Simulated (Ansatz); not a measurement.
Take TlBiS2 (space group R-3m, No. 166; a = 4.085 Å, c = 21.696 Å (hexagonal axes)) as the base. Axes: x lies along a and z along c of the hexagonal cell.

Method: Ansatz (an electronic-structure program), PBEsol, PAW, cutoff 420 eV, no spin-orbit coupling.

Strains are applied to the cell and any free atomic positions relax.

One change was made to it. Results:

| quantity | base | after |
|---|---|---|
| band gap | 0.15 eV | 0.29 eV |
| hole mass | 0.075 mₑ along c, 0.15 mₑ across (at Γ) | 0.13 mₑ along z, 0.18 mₑ across (at Γ) |
| valence-band top at Γ (three highest levels, from the VBM) | 0.00, -1.78, -1.78 eV | 0.00, -1.65, -1.65 eV |
| energy relative to the base (free energy F) | 0 meV/atom | +1.6 meV/atom |

Q: What was done to the base?
(A) uniaxial strain ε_zz = +2.40 %
(B) uniaxial strain ε_zz = +1.80 %
(C) uniaxial strain ε_zz = +0.60 %
(D) uniaxial strain ε_zz = +3.00 %
(E) uniaxial strain ε_zz = +1.20 %

A: B, uniaxial strain ε_zz = +1.80 %. For comparison, the band gap in the other runs: uniaxial strain ε_zz = +2.40 % gives 0.34 eV; uniaxial strain ε_zz = +0.60 % gives 0.20 eV; uniaxial strain ε_zz = +1.20 % gives 0.25 eV; uniaxial strain ε_zz = +3.00 % gives 0.35 eV.

Spin-orbit coupling, missing from the scalar runs, can matter with Bi and Tl. Masses are band curvatures over ±0.01 Å⁻¹ around the edge. Whether these cells are dynamically stable was not tested. The zero or small gap of TlBiS2 can change with the level of theory.
